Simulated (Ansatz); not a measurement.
System: InP (model structure, P3m1, No. 156, 20 atoms in the cell). Method: r²SCAN in Ansatz (plane waves, PAW).

Numerical settings: plane-wave cutoff 560 eV, 12×12×1 k mesh (along the axes of the cell as run), Fermi–Dirac smearing 0.01 eV, scalar-relativistic PAW data made under PBE.

Cell (relaxed at this level):

InP is taken in the trigonal space group P3m1 (No. 156), Pearson symbol hP20. Conventional cell: a = b = 4.174 Å, c = 34.154 Å, α = β = 90.00°, γ = 120.00°. In1 on 1a sees 4 P at 2.556 Å (tetrahedral). P1 on 1a is coordinated by 4 In at 2.556 Å (tetrahedral). In2 on 1b is coordinated by 4 P at 2.556 Å (tetrahedral). P2 on 1b has 4 In at 2.556 Å (tetrahedral). In3 on 1c has 4 P at 2.556 Å (tetrahedral). P3 on 1c has 4 In at 2.556 Å (tetrahedral). In4 on 1a sees 4 P at 2.556 Å (tetrahedral). P4 on 1a sees 4 In at 2.556 Å (tetrahedral). 12 further independent sites are not listed. (Neighbours: up to the widest gap in distance over summed covalent radii, below 1.35, at either atom; cation-cation and far metal-metal contacts left out.)

Q: Predict the band gap.

A: 
* **band gap**: 1.05 eV

Note: the relaxation could raise the start's symmetry but not lower it, so the cell can be a saddle point.

Spin–orbit coupling is not included.

Static lattice: no zero-point or thermal effects.

It cost around 9 core-minutes (rough) of CPU time.

A model structure was made by putting elements into a prototype or built by hand; it is no filed structure, need not be a known phase, and can be a saddle point held by its symmetry.

Ansatz is a quantum-chemistry and plane-wave program.
